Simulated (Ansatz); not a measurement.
This concerns the surface energy of the LaB6(100) slab, the mean of its two faces, with the listed reservoirs for the atoms in excess. Reaction: La (P6₃/mmc) + 4 LaB6 (Pm-3m) → cell A.

Cell A: a slab of LaB6 (Pm-3m) cut along (100), 29 atoms, square cell of 4.15 Å (17.3 Å²), symmetry P4/mmm within 0.02 Å, 16.0 Å thick under 17 Å of vacuum, in-plane vectors held at the crystal's; planes from bottom to top: LaB | B4 | B | La | B | B4 | B | La | B | B4 | B | La | B | B4 | LaB; all atoms within 0.5 Å of the crystal's sites, in a cell too small to show a reconstruction; spin state with PBE: no moments, k-point mesh 7×7×1.
```yaml
crystal:
  lattice:
    - [4.15475, 0.00000, 0.00000]
    - [0.00000, 4.15475, 0.00000]
    - [0.00000, 0.00000, 32.61901]
  atoms:
    - { symbol: La, position: [0.00000, 0.00000, 0.25447] }
    - { symbol: B, position: [0.79965, 0.50000, 0.30835] }
    - { symbol: B, position: [0.20035, 0.50000, 0.30835] }
    - { symbol: B, position: [0.50000, 0.79965, 0.30835] }
    - { symbol: B, position: [0.50000, 0.20035, 0.30835] }
    - { symbol: B, position: [0.50000, 0.50000, 0.34710] }
    - { symbol: B, position: [0.50000, 0.50000, 0.26797] }
    - { symbol: La, position: [0.00000, 0.00000, 0.37126] }
    - { symbol: B, position: [0.80005, 0.50000, 0.43629] }
    - { symbol: B, position: [0.19995, 0.50000, 0.43629] }
    - { symbol: B, position: [0.50000, 0.80005, 0.43629] }
    - { symbol: B, position: [0.50000, 0.19995, 0.43629] }
    - { symbol: B, position: [0.50000, 0.50000, 0.47452] }
    - { symbol: B, position: [0.50000, 0.50000, 0.39803] }
    - { symbol: La, position: [0.00000, 0.00000, 0.50000] }
    - { symbol: B, position: [0.80005, 0.50000, 0.56371] }
    - { symbol: B, position: [0.19995, 0.50000, 0.56371] }
    - { symbol: B, position: [0.50000, 0.80005, 0.56371] }
    - { symbol: B, position: [0.50000, 0.19995, 0.56371] }
    - { symbol: B, position: [0.50000, 0.50000, 0.60197] }
    - { symbol: B, position: [0.50000, 0.50000, 0.52548] }
    - { symbol: La, position: [0.00000, 0.00000, 0.62874] }
    - { symbol: B, position: [0.79965, 0.50000, 0.69165] }
    - { symbol: B, position: [0.20035, 0.50000, 0.69165] }
    - { symbol: B, position: [0.50000, 0.79965, 0.69165] }
    - { symbol: B, position: [0.50000, 0.20035, 0.69165] }
    - { symbol: B, position: [0.50000, 0.50000, 0.73203] }
    - { symbol: B, position: [0.50000, 0.50000, 0.65290] }
    - { symbol: La, position: [0.00000, 0.00000, 0.74553] }
```

Reference: La (P6₃/mmc), 4 atoms in the cell, k-point mesh 18×18×6 on the run's own vectors. Conventional cell: a = b = 3.7694 Å, c = 12.1134 Å, α = β = 90.00°, γ = 120.00°.

Reference: LaB6 (Pm-3m), 7 atoms in the cell, the relaxed perfect crystal repeated, atoms not moved again, k-point mesh 7×7×7 on the run's own vectors.

Plane-wave PAW calculations with Ansatz (a program for electronic structure), its default PAW set, cutoff 420 eV. The structures are at rest with PBE, within the held lattices. Neutral cells; Fermi-Dirac smearing of at most 0.10 eV in the solids, energies taken to zero width. Larger cells are relaxed from a start prepared with the learned potential CHGNet till forces fall under 0.03 eV/Å, which some starts already meet. A dispersion term (D3(BJ), or D4 for r2SCAN) was computed beside these levels and is taken off wherever the name lacks it. Nuclei at rest; no vibrational terms. The structures are the rest points that the relaxations reached, not proven lowest. Spin-orbit coupling is left out. Values are for these cell sizes.

### Question
What is the computed value (PBE)?

### Answer
0.75 J/m², for La (P6₃/mmc) + 4 LaB6 (Pm-3m) → cell A.
